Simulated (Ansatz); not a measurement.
Base system: Ba in the bcc (W type) structure (space group Im-3m, No. 229).

```
CELL_PARAMETERS angstrom
     -2.44083     2.44083     2.44083
      2.44083    -2.44083     2.44083
      2.44083     2.44083    -2.44083
ATOMIC_POSITIONS crystal
  Ba 0.00000 0.00000 0.00000
```

Cartesian axes are those of the cell as printed.

Calculations: PBEsol in Ansatz (plane waves to 420 eV, PAW, scalar-relativistic without spin-orbit coupling), earlier PAW set.

Before the change:

The shortest interatomic distance comes out as 422.8 pm.

Now apply this change: a free-standing slab of 4 layers (4 atoms, 1 a layer) is cut normal to [110], with 15 Å of vacuum and the in-plane cell held at bulk.

### Question
Predict the new change of the spacing d23 from its bulk value of 3.452 Å, excess energy per area of both faces and shortest interatomic distance.

### Answer
The change of the spacing d23 from its bulk value of 3.452 Å comes out as +0.3 %; the excess energy per area of both faces (slab less bulk energy over the cell's area: twice a surface energy) is 0.74 J/m² (uncertain by up to 0.04 J/m²); the shortest interatomic distance falls by 5.83 pm (422.8 pm → 416.9 pm).

Slab and bulk use different k-meshes, which limits the precision of the excess energy. Stability against distortions was not tested.

Ansatz is a program for electronic structure.
